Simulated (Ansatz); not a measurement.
Consider Ru in the hcp (Mg type) structure (space group P6_3/mmc, No. 194).

```xyz
2
Lattice="2.6919 0.0000 0.0000 -1.3459 2.3312 0.0000 0.0000 0.0000 4.2457" Properties=species:S:1:pos:R:3 pbc="T T T"
Ru     0.0000     1.5542     3.1842
Ru     1.3459     0.7771     1.0614
```

Cartesian axes are those of the cell as printed.

Level of theory: PBEsol (Ansatz, an electronic-structure program, PAW, scalar-relativistic without spin-orbit coupling).

Before the change:

```
Property                         Value
-----------------------------  -------
Shortest interatomic distance  2.631 Å
```

One thing is altered: uniaxial stress, 2 GPa tension along z; all other stress components relax to zero.

Predict the new shortest interatomic distance.

The shortest interatomic distance rises by 0.005 Å, from 2.631 Å to 2.636 Å.

Predict the new energy relative to the base.

The energy is nearly the same.

Without a gap, meshes like the base's 20×20×11 leave anisotropic stresses uncertain by several tenths of a GPa, and small strain energies with them. Load acts through the strain it causes; cell and atoms are relaxed under it. Beyond what the load breaks, stability against distortions was not tested. The final runs are not spin-polarised.
